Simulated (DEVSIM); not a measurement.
Device: abrupt GaAs n-p junction, at 400 K.

```tsv
layer (left to right)	material	thickness (μm)	Nd (cm⁻³)	Na (cm⁻³)	τn (s)	τp (s)
1	GaAs	7.10	8.8e16	-	8.8e-9	8.8e-9
2	GaAs	9.30	-	3.6e15	8.8e-9	8.8e-9
```

Left contact: ohmic. Right contact: ohmic. Voltage is applied to the left contact. Recombination: SRH at mid-gap, radiative, Auger. Mobility is constant in doping.

Constants are typed, rounded textbook-type inputs, not results; the design itself was drawn at random and stands for no fabricated device. Values at 300 K; Nc and Nv go as T^1.5, mobilities as T to minus their exponent, the gap by Varshni's rule with the affinity fixed.

| parameter | GaAs |
|---|---|
| gap (eV) | 1.424 |
| affinity (eV) | 4.07 |
| permittivity | 12.9 |
| Nc (cm⁻³) | 4.7e17 |
| Nv (cm⁻³) | 9e18 |
| μn (cm²/Vs) | 8500 |
| μp (cm²/Vs) | 400 |
| T exponent of μn | 2.1 |
| T exponent of μp | 2.2 |
| B (cm³/s) | 2e-10 |
| Cn (cm⁶/s) | 1e-30 |
| Cp (cm⁶/s) | 1e-30 |
| Varshni α (eV/K) | 0.000541 |
| Varshni β (K) | 204 |

DEVSIM, 1D drift-diffusion, Boltzmann statistics, complete ionisation; no tunnelling, impact ionisation, image-force lowering or self-heating.

Task: Tabulate band edges, carrier densities and field at 10.0 V on the left contact.

Result: Energies count from the Fermi level of the right contact; mesh points crowd at the junctions.

| x (μm) | Ec (eV) | Ev (eV) | n (cm⁻³) | p (cm⁻³) | field (V/cm) |
|---|---|---|---|---|---|
| 0.000 | -9.927 | -11.305 | 8.8e16 | 510 | ≈ 0 |
| 0.03480 | -9.927 | -11.305 | 8.8e16 | 500 | ≈ 0 |
| 0.1197 | -9.927 | -11.305 | 8.8e16 | 500 | ≈ 0 |
| 0.3268 | -9.927 | -11.305 | 8.8e16 | 500 | ≈ 0 |
| 1.160 | -9.927 | -11.305 | 8.8e16 | 480 | ≈ 0 |
| 2.865 | -9.927 | -11.305 | 8.8e16 | 430 | ≈ 0 |
| 5.256 | -9.927 | -11.305 | 8.8e16 | 270 | ≈ 0 |
| 6.548 | -9.927 | -11.305 | 8.8e16 | < 1e2 | ≈ 0 |
| 6.888 | -9.927 | -11.305 | 8.8e16 | < 1e2 | ≈ 0 |
| 7.031 | -9.883 | -11.260 | 2.4e16 | < 1e2 | 22000 |
| 7.086 | -9.593 | -10.971 | 5.5e12 | 120 | 86000 |
| 7.124 | -9.215 | -10.593 | 9.4e7 | 35000 | 100000 |
| 7.193 | -8.520 | -9.897 | 130000 | 160000 | 98000 |
| 7.363 | -6.923 | -8.301 | 130000 | 520000 | 90000 |
| 8.047 | -1.963 | -3.340 | 100000 | 3200000 | 55000 |
| 9.449 | 1.092 | -0.285 | 590 | 3.5e15 | 85 |
| 12.61 | 1.093 | -0.285 | 6200 | 3.6e15 | ≈ 0 |
| 14.86 | 1.093 | -0.285 | 9900 | 3.6e15 | ≈ 0 |
| 15.94 | 1.093 | -0.285 | 12000 | 3.6e15 | ≈ 0 |
| 16.23 | 1.093 | -0.285 | 12000 | 3.6e15 | ≈ 0 |
| 16.35 | 1.093 | -0.285 | 12000 | 3.6e15 | ≈ 0 |
| 16.40 | 1.093 | -0.285 | 12000 | 3.6e15 | ≈ 0 |
